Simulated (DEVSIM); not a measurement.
Structure: abrupt Si p-n junction, at 300 K.

```csv
layer (left to right),material,thickness (μm),Nd (cm⁻³),Na (cm⁻³),τn (s),τp (s)
1,Si,40.0,-,1.3e15,0.00011,0.00011
2,Si,8.90,3e14,-,0.00011,0.00011
```

Left contact: ohmic. Right contact: ohmic. Voltage is applied to the left contact. Recombination: SRH at mid-gap, radiative, Auger. Mobility is μmin + (μ − μmin)/(1 + (N/Nref)^α).

Constants are typed, rounded textbook-type inputs, not results; the design itself was drawn at random and stands for no fabricated device. Values at 300 K.

```
parameter           Si
-------------  -------
gap (eV)         1.124
affinity (eV)     4.05
permittivity      11.7
Nc (cm⁻³)      2.86e19
Nv (cm⁻³)       3.1e19
μn (cm²/Vs)       1417
μp (cm²/Vs)        470
μn,min              52
μp,min              45
Nref,n          9.7e16
Nref,p          2.2e17
αn                0.68
αp                0.72
B (cm³/s)      4.7e-15
Cn (cm⁶/s)     2.8e-31
Cp (cm⁶/s)     9.9e-32
```

Simulated with DEVSIM: 1D drift-diffusion, Boltzmann statistics, complete ionisation; no tunnelling, impact ionisation, image-force lowering or self-heating.

The doping Nd of layer 2 was swept, all else fixed.

```tsv
doping Nd of layer 2 (cm^-3)	largest field in the device at zero bias (V/cm)	dark forward voltage at 1 A/cm² (V)	potential step across the device at zero bias (V)
9e12	2100	0.554	0.476
3e13	2600	0.558	0.508
9e13	3700	0.565	0.536
3e14	6200	0.576	0.567
9e14	9500	0.584	0.595
3e15	13000	0.591	0.627
9e15	15000	0.593	0.655
```

From the first row to the last the largest field in the device at zero bias goes from 2100 to 15000. From the first row to the last the dark forward voltage at 1 A/cm² goes from 0.554 to 0.593.
